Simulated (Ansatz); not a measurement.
```xyz
4
Lattice="3.7355 0.0000 0.0000 -1.8677 3.2350 0.0000 0.0000 0.0000 6.5790" Properties=species:S:1:pos:R:3 pbc="T T T"
Sc     0.0000     2.1567     3.0135
Sn     1.8677     1.0783     0.1857
C      0.0000     2.1567     0.8082
P      1.8677     1.0783     4.2163
```

Relaxed-ion tensors in this frame from PBEsol in Ansatz (a quantum-chemistry and plane-wave program). Proper piezoelectric stress tensor e (C/m²):

```
 0.00   0.00   0.00   0.00   0.41  -0.36
-0.36   0.36   0.00   0.41   0.00   0.00
-0.05  -0.05   0.42   0.00   0.00   0.00
```

Stiffness C (GPa):

```
 131  48.8  59.6   3.4   0.0   0.0
48.8   131  59.6  -3.4   0.0   0.0
59.6  59.6   175   0.0   0.0   0.0
 3.4  -3.4   0.0  12.1   0.0   0.0
 0.0   0.0   0.0   0.0  12.1   3.4
 0.0   0.0   0.0   0.0   3.4  41.2
```

The cell was generated from a structure type, relaxed within its symmetry, and need not be the phase found at ambient conditions. Spin-orbit coupling is not included.

### Question
Obtain the piezoelectric strain tensor d.

### Answer
d = e S with S = C⁻¹, in pC/N:

```
  0.0    0.0    0.0    0.0   37.2  -11.8
 -5.9    5.9    0.0   37.2    0.0    0.0
 -1.4   -1.4    3.3    0.0    0.0    0.0
```
Away from Γ the polar cell without biaxial strain shows no imaginary mode on a 2×2×2 mesh.

The PAW data sets were generated under PBE and serve the other functionals too.
